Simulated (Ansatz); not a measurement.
Consider the following.

```yaml
crystal:
  lattice:
    - [0.00000, 1.81756, 1.81756]
    - [1.81756, 0.00000, 1.81756]
    - [1.81756, 1.81756, 0.00000]
  atoms:
    - { symbol: B, position: [0.00000, 0.00000, 0.00000] }
    - { symbol: N, position: [0.25000, 0.25000, 0.25000] }
```

Calculation: PBE, rigid bands (plane waves, PAW, scalar-relativistic; Ansatz, a quantum-chemistry and plane-wave program). Condition of this run: hydrostatic pressure of -9 GPa (compression positive) (the target of the relaxation). Geometry: cell and atoms relaxed with PBEsol, then loaded as said.

Task: Predict the hole conductivity mass (n e² τ/σ) at 300 K, by direction if it differs.

Result: 0.70 mₑ.

Task: What conductivity effective mass do dilute electrons have at 300 K?

Result: 0.39 mₑ.

Task: And the band gap?

Result: 4.45 eV at this level; semilocal functionals usually fall short of the measured gap.

Rigid bands, one relaxation time for all states, no polarons. Spin-orbit coupling is left out. Geometry: cell and atoms relaxed with PBEsol.
